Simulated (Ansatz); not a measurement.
F on the 1x1 (110) surface of bcc W, one in a 3x3 cell, energies for each (64.5 Å²). Energies are against ½ F2(g), without zero-point or thermal terms; each row is named by its start. No converged result for: 2 more starts.

Calculation: PBE (plane waves to 420 eV, PAW; Ansatz, an electronic-structure program).

Model: 37-atom slab, 6.6 Å thick at the start under the adsorbate (thin: gaps and levels are the slab's own), 4x4x1 mesh, Fermi-Dirac 0.1 eV, dipole correction, 18 atoms held, the rest relaxed; each run with such symmetry as its start has; no spin, no spin-orbit, no U, no dispersion correction.

A negative adsorption energy means that the adsorbate is more stable on the surface than in its reference. Heights count from the host atoms within 0.3 Å of the top one.

```csv
starting site,E_ads (eV),height (Å),nearest host atom (Å),bonded to,Δ work function (eV),lateral drift (Å)
top W,-3.78,___,W 1.89,W,___,0.0
hollow W-W-W,___,1.56,W 2.12,3 W,0.02,0.3
```

**Question.** Some entries are withheld; supply them.

**Answer.** 
- top W, height (Å): 2.14
- top W, Δ work function (eV): 0.30
- hollow W-W-W, E_ads (eV): -3.69
